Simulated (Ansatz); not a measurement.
Take Ir in the fcc (Cu type) structure (space group Fm-3m, No. 225; a = 3.8450 Å; relaxed with 0.1 eV smearing) as the base. Axes: x, y, z lie along the cube axes.

Computed with DFT with r2SCAN, PAW potentials and a 500 eV plane-wave cutoff in Ansatz (a quantum-chemistry and plane-wave program), no spin-orbit coupling.

Base values:

The pressure is 0.0 GPa. The shortest interatomic distance is 2.719 Å.

The change: the cell is compressed by 2.50 % along z with no lateral relaxation, atoms relaxed at fixed cell.

Task: What does the calculation give for the pressure, energy relative to the base and shortest interatomic distance after the change?

Result: The pressure (mean of the normal stresses, compression positive) goes from zero to 10.3 GPa; the energy rises by 18 meV/atom; the shortest interatomic distance drops by 0.034 Å, from 2.719 Å to 2.685 Å.

The cells carry an imposed strain or load. No phonon test of stability was made. The final runs are not spin-polarised.
